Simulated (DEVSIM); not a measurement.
Structure: Schottky contact on p-type GaP, at 300 K.

Layer 1 from the left is GaP, thickness (μm) 4.60, Na (cm⁻³) 1.6e16, τn (s) 2.9e-7, τp (s) 2.9e-7. Layer 2 from the left is GaP, thickness (μm) 7.00, Na (cm⁻³) 1.3e18, τn (s) 2.9e-7, τp (s) 2.9e-7.

Left contact: Schottky, work function 5.16 eV, emission velocity 2e6 cm/s. Right contact: ohmic. Voltage is applied to the left contact. Recombination: SRH at mid-gap. Mobility is μmin + (μ − μmin)/(1 + (N/Nref)^α).

The device is made up for the run: typed textbook-type constants, with dimensions and the other settings drawn at random. Values at 300 K.

GaP: gap (eV) 2.26, affinity (eV) 3.8, permittivity 11.1, Nc (cm⁻³) 1.8e19, Nv (cm⁻³) 1.9e19, μn (cm²/Vs) 250, μp (cm²/Vs) 150, μn,min 10, μp,min 10, Nref,n 4.4e18, Nref,p 1e18, αn 0.8, αp 0.85.

Model (solved in DEVSIM): 1D drift-diffusion, Boltzmann statistics, complete ionisation; no tunnelling, impact ionisation, image-force lowering or self-heating. Metal contacts follow the ideal Schottky-Mott rule: no Fermi-level pinning, no interface dipoles.

Dark forward current:

```tsv
|V| (V)	|J| (A/cm²)
0.05	2.204e-8
0.10	1.730e-7
0.15	1.207e-6
0.20	8.282e-6
0.25	5.659e-5
0.30	0.0003856
0.35	0.002619
0.40	0.01769
0.45	0.1182
0.50	0.7606
0.55	4.207
0.60	15.64
0.65	36.70
0.70	64.06
0.75	94.96
0.80	128.0
0.85	162.3
0.90	197.6
0.95	233.5
1.00	269.9
1.05	306.7
1.10	343.8
1.15	381.2
1.20	418.8
1.25	456.6
1.30	494.5
```

Question: Work out the local ideality factor n = ΔV / (kT/q · ln(J2/J1)) between the rows 0.15 and 0.20 V, 1.25 and 1.30 V.

Answer: kT/q = 25.85 mV. From 0.15 to 0.20 V: ln(8.282e-6/1.207e-6) = 1.926, n = 1.00, near the 1 of diffusion or emission over a barrier. From 1.25 to 1.30 V: ln(494.5/456.6) = 0.080, n = 24.26; the layers' resistance at their doping, Σ W/(qμN) = 0.0013 Ω cm², would take 48 mV of this step of 50 mV.

Question: Estimate the current at 0.30 V for emission alone, J0 = q v N_band exp(−φB/kT), and read the barrier back from the simulated current.

Answer: φB = 0.900 eV, N_band = 1.90e19 cm⁻³, J0 = 4.61e-9 A/cm²; J = J0 (exp(qV/kT) − 1) = 0.000506 A/cm². The simulation gives 0.000386 A/cm²; the estimate lies 31 % above. Read backwards, the simulated current gives an apparent barrier of 0.907 eV. The estimate leaves out transport through the depletion region and minority injection.
